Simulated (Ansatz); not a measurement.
Defect: Al vacancy in zinc-blende AlP, charge state -3. Level of theory: PBE, PAW (plane waves to 420 eV; Ansatz, a first-principles code).

Settings: 64 host sites, the relaxed PBE lattice, a 2×2×2 k-point mesh shifted by half a step, smearing 0.01 eV, spin-restricted, no image-charge correction. Energies are static. The charge state is imposed; whether it is stable for some Fermi level was not computed. Forms of the defect that were not tried may lie lower.

Barriers: single points on a 3×3×3 k-point mesh shifted by half a step at the bands' geometries.

The only route run: one Al atom jumps into the vacancy from a nearby Al site; the atom moves 3.71 Å along (0.00, 0.48, -0.48) of the unit cell; the moving atom starts with neighbours P at 2.33, 3 P at 2.42 Å and ends with P at 2.33, 3 P at 2.42 Å. Its barrier is 1.61 eV. The saddle point's order was not checked, and it lies on a symmetry element of the cell, where a band can be held. The defect has 12 equivalent sites to jump to, 3.89 Å away. Attempt frequency: take 10 THz as a typical guess.

Q: Estimate the defect's diffusion coefficient at 600 K, how far it wanders in 1 s, and how much an error of 0.1 eV in the barrier would matter.

A: kT = 0.0517 eV, so each jump happens at Γ = ν exp(−E/kT) = 1.0e13 × exp(−31.14) ≈ 3.0e-01 s⁻¹. For uncorrelated jumps in a cubic host D = z λ² Γ / 6 = 12 × (3.89e-8 cm)² × 3.0e-01 / 6 ≈ 9.1e-16 cm²/s. The root-mean-square distance is √(6Dt) ≈ 0.7 nm. An error of 0.1 eV changes D by a factor exp(0.1/kT) ≈ 6.9, and the distance by its square root. This is the isolated defect's own diffusivity; trapping, its concentration and zero-point motion are left out.
